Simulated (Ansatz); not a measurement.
The starting structures come from a database of crystals and need not be the phases stable at ambient conditions.

Inside the gap of an insulator the Bloch states are evanescent, with a wavenumber k + iκ along the transport direction.

Here is the system:

```yaml
crystal:
  lattice:
    - [6.38429, 0.00000, 0.00000]
    - [0.00000, 8.16725, 0.00000]
    - [0.00000, -4.08363, 7.07305]
  atoms:
    - { symbol: Ca, position: [0.00000, 0.33333, 0.66667] }
    - { symbol: Ca, position: [0.00000, 0.66667, 0.33333] }
    - { symbol: Ca, position: [0.50000, 0.66667, 0.33333] }
    - { symbol: Ca, position: [0.50000, 0.33333, 0.66667] }
    - { symbol: Ca, position: [0.25000, 0.75142, 0.75142] }
    - { symbol: Ca, position: [0.75000, 0.24858, 0.24858] }
    - { symbol: Ca, position: [0.75000, 0.75142, 0.00000] }
    - { symbol: Ca, position: [0.25000, 0.24858, 0.00000] }
    - { symbol: Ca, position: [0.25000, 0.00000, 0.24858] }
    - { symbol: Ca, position: [0.75000, 0.00000, 0.75142] }
    - { symbol: H, position: [0.00000, 0.00000, 0.00000] }
    - { symbol: H, position: [0.50000, 0.00000, 0.00000] }
    - { symbol: P, position: [0.25000, 0.39084, 0.39084] }
    - { symbol: P, position: [0.75000, 0.60916, 0.60916] }
    - { symbol: P, position: [0.75000, 0.39084, 0.00000] }
    - { symbol: P, position: [0.25000, 0.60916, 0.00000] }
    - { symbol: P, position: [0.25000, 0.00000, 0.60916] }
    - { symbol: P, position: [0.75000, 0.00000, 0.39084] }
```

The cell was relaxed by PBE-D3(BJ).

Transport runs along the normal of the first two printed cell vectors, the (100) plane of the conventional cell.

The gap is the functional's own. No spin-orbit coupling. Mid-gap values are those at the computed energy nearest the middle.

Problem. Estimate the band gap and the smallest decay constant κ at mid-gap that PBEsol (Ansatz, a program for electronic structure) returns for this system.

Solution. Gap 0.52 eV on a 6×4×4 mesh; κ = 0.122 1/Å, at the zone centre.
